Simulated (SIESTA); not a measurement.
SIESTA run on K3Al (Pm-3m, 4 atoms in the cell): relaxation of cell and atoms.

Method of the run: GGA PBEsol, numerical atomic orbitals DZP, PseudoDojo PBEsol standard norm-conserving potentials (rewritten from UPF to PSML) run with SIESTA.

```
CELL_PARAMETERS angstrom
      5.77187     0.00000     0.00000
      0.00000     5.77187     0.00000
      0.00000     0.00000     5.77187
ATOMIC_POSITIONS crystal
  K  0.00000 0.50000 0.50000
  K  0.50000 0.00000 0.50000
  K  0.50000 0.50000 0.00000
  Al 0.00000 0.00000 0.00000
```

Reference input (self-consistent single point, DFT, GGA PBEsol, numerical atomic orbitals DZP, PseudoDojo PBEsol standard norm-conserving potentials (rewritten from UPF to PSML)): XC.functional = GGA; XC.authors = PBEsol; potentials = PseudoDojo PBEsol standard; PAO.BasisSize = DZP; PAO.EnergyShift = 0.01 Ry; MeshCutoff = 300 Ry; kgrid.MonkhorstPack = 5 5 5; OccupationFunction = FD; ElectronicTemperature = 50 meV; MaxSCFIterations = 150; SCF.Mixer.Method = Broyden; SCF.Mixer.Weight = 0.1. This run's input differs from it in these lines:

```diff
@@ -43,2 +43,7 @@
 Diag.ParallelOverK           true
+MD.TypeOfRun                 Broyden
+MD.Steps                     40
+MD.MaxForceTol               0.02 eV/Ang
+MD.VariableCell              true
+MD.MaxStressTol              0.05 GPa
 WriteForces                  true
```

Output, abridged:

```
        iscf     Eharris(eV)        E_KS(eV)     FreeEng(eV)     dDmax    Ef(eV) dHmax(eV)
   scf:    1    -2504.567358    -2507.498356    -2507.520280  0.790149 -3.501664  2.816364
   scf:    2    -2507.958263    -2507.737121    -2507.757051  0.042768 -3.420508  2.332744
   scf:    3    -2508.236503    -2508.091799    -2508.106855  0.142391 -3.197504  0.615805
   scf:    4    -2508.126312    -2508.112277    -2508.127863  0.018451 -3.281848  0.340741
   scf:    5    -2508.120760    -2508.117069    -2508.132524  0.015815 -3.302292  0.012963
   scf:    6    -2508.117113    -2508.117092    -2508.132543  0.000499 -3.302651  0.009523
   scf:    7    -2508.117107    -2508.117100    -2508.132554  0.000198 -3.303106  0.007084
   scf:    8    -2508.117121    -2508.117112    -2508.132565  0.000445 -3.303540  0.002707
   scf:    9    -2508.117106    -2508.117109    -2508.132567  0.000215 -3.304060  0.000575
   scf:   10    -2508.117108    -2508.117109    -2508.132567  0.000027 -3.304159  0.000413
SCF Convergence by DM+H criterion
max |DM_out - DM_in|         :     0.0000268092
max |H_out - H_in|      (eV) :     0.0004129016
SCF cycle converged after 10 iterations

Using DM_out to compute the final energy and forces

siesta: E_KS(eV) =            -2508.1171

siesta: E_KS - E_eggbox =     -2508.1171

siesta: Atomic forces (eV/Ang):
     1   -0.000000   -0.000000   -0.000000
     2   -0.000000   -0.000000   -0.000000
     3   -0.000000   -0.000000   -0.000000
     4   -0.000000   -0.000000   -0.000000
   Tot   -0.000000   -0.000000   -0.000000
   Max    0.000000
   Res    0.000000    sqrt( Sum f_i^2 / 3N )
   Max    0.000000    constrained

Stress tensor Voigt[x,y,z,yz,xz,xy] (kbar):        1.42        1.42        1.42        0.00        0.00        0.00
(Free)E + p*V (eV/cell)    -2508.3026
   [... lines left out ...]
siesta: Pressure (static):         -1.41674098  kBar
siesta: Pressure (total):         -1.41674098  kBar
No target stress found, assuming hydrostatic MD.TargetPressure.
Target stress (kBar)
outcell: Cell volume (Ang**3)        :    192.2061
        iscf     Eharris(eV)        E_KS(eV)     FreeEng(eV)     dDmax    Ef(eV) dHmax(eV)
siesta: Pressure (static):         -1.40321609  kBar
siesta: Pressure (total):         -1.40321609  kBar
outcell: Cell volume (Ang**3)        :    184.2955
        iscf     Eharris(eV)        E_KS(eV)     FreeEng(eV)     dDmax    Ef(eV) dHmax(eV)
   [... lines left out ...]
siesta:    -0.000224    0.000000   -0.000000
siesta:     0.000000   -0.000224   -0.000000
siesta:    -0.000000   -0.000000   -0.000224

siesta: Cell volume =        184.295501 Ang**3

siesta: Pressure (static):
siesta:                Solid            Molecule  Units
siesta:           0.00000244          0.00000244  Ry/Bohr**3
siesta:           0.00022409          0.00022410  eV/Ang**3
siesta:           0.35903936          0.35904515  kBar
```

The run converged. 

Summary of the result:
| Quantity | Value |
|---|---|
| Free energy E − TS | -2508.1352 eV |
| Fermi level (on the code's own zero) | -3.34 eV |
| Pressure | 0.04 GPa |
| Final cell | a = b = c = 5.6908 Å, α = β = γ = 90.00° |
| Final volume per atom | 46.07 Å³ |
| Relaxation steps | 3 |

The starting cell comes from a database of computed structures (which also holds hypothetical and non-ambient phases and stackings), without a prior relaxation at this level. Values carry the incompleteness of an atom-centred basis.

Cost on one core of a shared machine: roughly 60 s.
